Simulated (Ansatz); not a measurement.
Sensitivity of a calculation on GeSb2Te4 (R-3m, 7 atoms in the cell) to its settings

```xyz
7
Lattice="2.1564 1.2450 14.0390 -2.1564 1.2450 14.0390 0.0000 -2.4899 14.0390" Properties=species:S:1:pos:R:3 pbc="T T T"
Ge     0.0000     0.0000     0.0000
Sb     0.0000     0.0000    17.9966
Sb     0.0000     0.0000    24.1204
Te     0.0000     0.0000     5.5889
Te     0.0000     0.0000    36.5281
Te     0.0000     0.0000    12.2055
Te     0.0000     0.0000    29.9115
```

Base run A: PBEsol, default PAW files made with PBE (Ansatz, a quantum-chemistry and plane-wave program), self-consistent single point.

Its settings: basis.ecutwfc = 30.9 Ry; kpoints.mp_grid.grid = 5 5 5; hamiltonian.xc = pbesol; hamiltonian.pseudopotentials = {kind: paw} (the program's default PAW files); scf.occupations.method = cold; scf.occupations.width = 0.02 Ry.

The starting cell was generated: these elements placed on a structure prototype, without a prior relaxation; it need not be a known phase or ordering of this composition. Its lattice was rescaled by a random factor within 2.5 % of one. Ansatz's pressure includes its estimate of the finite-basis (Pulay) stress. A gap is left out here, as mesh or smearing make it unsure.

ΔF is the free energy per atom less that of run A. A dash stands where there is no value to compare (another energy zero or no entropy term, no result, no spin, no clean gap, or a mesh too coarse for one). Absolute energies have different zeros for different potentials, functionals, Hubbard and dispersion terms and are not compared across them.

Run A gave: pressure (GPa) -2.95; largest force (eV/Å) 0.677; k-points 19; valence electrons 108.

Runs:
- B: crystal.symmetry.detect: default → false
- C: hamiltonian.xc: pbesol → blyp [BLYP]
- D: scf.convergence.dr2_threshold: default (1e-07 eV) → 1e-10 eV
- E: kpoints.mp_grid.grid: 5 5 5 → 9 9 9; width narrowed by the program to 0.0521 eV
- F: 1 x 2 x 1 supercell, mesh divided and rounded up; kpoints.mp_grid.grid: 5 5 5 → 5 3 5; width narrowed by the program to 0.0684 eV
- G: scf.mixing.algorithm: default (the program chose MSR1) → anderson; scf.mixing.beta: default → 0.9
- H: scf.algorithm: default → direct_min

**Question.** What does run E change against A?

**Answer.** The free energy rises by 2.8 meV/atom, the pressure goes from -2.95 to -2.82 GPa and the largest force moves little (0.677 to 0.684 eV/Å).

**Question.** What does run C change against A?

**Answer.** The pressure goes from -2.95 to 3.10 GPa and the largest force goes from 0.677 to 0.704 eV/Å.

```
run  ΔF (meV/atom)  pressure (GPa)  largest force (eV/Å)  k-points  valence electrons
---  -------------  --------------  --------------------  --------  -----------------
A             0.00           -2.95                 0.677        19                108
B             0.00           -2.95                 0.677        63                108
C                –            3.10                 0.704        19                108
D             0.00           -2.95                 0.677        19                108
E              2.8           -2.82                 0.684        85                108
F            -0.89           -2.88                 0.680        24                216
G             0.00           -2.95                 0.677        19                108
H             0.00           -2.95                 0.677        19                108
```

Keys are those of Ansatz 0.2.
